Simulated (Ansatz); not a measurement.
Base system: Ca in the fcc (Cu type) structure (space group Fm-3m, No. 225; a = 5.527 Å).

All numbers come from plane-wave PAW DFT at the PBE level (Ansatz, a first-principles code, 420 eV), no spin-orbit coupling.

For the base:

```
Property                          Value
-----------------------------  --------
Shortest interatomic distance  390.8 pm
```

Now apply this change: hydrostatic tension (pressure −1 GPa).

Task: What happens to the shortest interatomic distance?

Result: The shortest interatomic distance increases by 8.4 pm (390.8 pm → 399.2 pm).

Load acts through the strain it causes; cell and atoms are relaxed under it. Whether these cells are dynamically stable was not tested.
